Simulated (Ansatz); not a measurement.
Take ZrSi in the rock salt structure (space group Fm-3m, No. 225; a = 5.3412 Å; a hypothetical phase, not in the database extracts checked) as the base. Axes: x, y, z lie along the cube axes.

All numbers come from PBEsol/PAW in Ansatz (an electronic-structure program), spin-orbit coupling left out.

For the base:

- Shortest interatomic distance: 267.1 pm
- Pressure: 0.0 GPa
- Band gap: zero

Perturbation: a pure shear with ε_xy = ε_yx = 0.0109; the atoms relax in the strained cell.

Task: How does this affect the energy relative to the base, shortest interatomic distance, pressure and band gap?

Result: The energy goes up by 0.5 meV/atom; the shortest interatomic distance remains 267.1 pm; the pressure (mean of the normal stresses, compression positive) is still 0.0 GPa; the band gap stays zero.

Without a gap, meshes like the base's 15×15×15 leave anisotropic stresses uncertain by several tenths of a GPa, and small strain energies with them. Whether these cells are dynamically stable was not tested. The final runs are not spin-polarised.
